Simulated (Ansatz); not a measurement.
Data:

```yaml
crystal:
  lattice:
    - [0.00000, 2.18386, 2.18386]
    - [2.18386, 0.00000, 2.18386]
    - [2.18386, 2.18386, 0.00000]
  atoms:
    - { symbol: N, position: [0.75000, 0.75000, 0.75000] }
    - { symbol: Ga, position: [0.00000, 0.00000, 0.00000] }
```

No spin polarisation.

Level of theory: Ansatz (an electronic-structure program), r2SCAN, PAW, cutoff 500 eV, no spin-orbit coupling, earlier PAW set. Γ-centred 13×13×13 mesh, Fermi–Dirac width 0.05 eV.

Predict the electron mass and gap character.


- Electron mass: 0.21 mₑ (at Γ)
- Gap character: direct at Γ

The cells carry an imposed strain or load. Masses are band curvatures over ±0.01 Å⁻¹ around the edge. Whether these cells are dynamically stable was not tested. The cell was made from GaN in the zinc blende structure (space group F-43m, No. 216) by this change: isotropic strain −2.90 %. This is not the structure that GaN has at room temperature and ambient pressure.
